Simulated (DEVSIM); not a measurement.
Structure: abrupt Si p-n junction, at 300 K.

| layer (left to right) | material | thickness (μm) | Nd (cm⁻³) | Na (cm⁻³) | τn (s) | τp (s) |
|---|---|---|---|---|---|---|
| 1 | Si | 60.0 | - | 1.5e19 | 3.9e-6 | 3.9e-6 |
| 2 | Si | 10.0 | 2.6e17 | - | 3.9e-6 | 3.9e-6 |

Left contact: ohmic. Right contact: ohmic. Voltage is applied to the left contact. Recombination: SRH at mid-gap, radiative. Mobility is constant in doping.

This is a model device: material constants are rounded textbook-type values typed into the input, and sizes, dopings and lifetimes were drawn at random. Values at 300 K.

```
parameter           Si
-------------  -------
gap (eV)         1.124
affinity (eV)     4.05
permittivity      11.7
Nc (cm⁻³)      2.86e19
Nv (cm⁻³)       3.1e19
μn (cm²/Vs)       1417
μp (cm²/Vs)        470
B (cm³/s)      4.7e-15
```

Model (solved in DEVSIM): 1D drift-diffusion, Boltzmann statistics, complete ionisation; no tunnelling, impact ionisation, image-force lowering or self-heating.

The doping Nd of layer 2 was swept, all else fixed.

| doping Nd of layer 2 (cm^-3) | potential step across the device at zero bias (V) | dark forward voltage at 100 A/cm² (V) | dark forward voltage at 1 A/cm² (V) | largest field in the device at zero bias (V/cm) |
|---|---|---|---|---|
| 7.8e15 | 0.893 | 0.778 | 0.628 | 210000 |
| 2.6e16 | 0.924 | ? | ? | 220000 |
| 7.8e16 | 0.953 | 0.814 | 0.687 | 240000 |
| 2.6e17 | 0.984 | 0.840 | 0.717 | 310000 |
| 7.8e17 | 1.012 | 0.866 | 0.745 | 480000 |
| 2.6e18 | 1.043 | 0.895 | 0.775 | 820000 |
| 7.8e18 | 1.072 | 0.919 | 0.799 | 1300000 |

Problem. Fill in the missing entries.

Solution. 
- 2.6e16, dark forward voltage at 100 A/cm² (V): 0.793
- 2.6e16, dark forward voltage at 1 A/cm² (V): 0.658
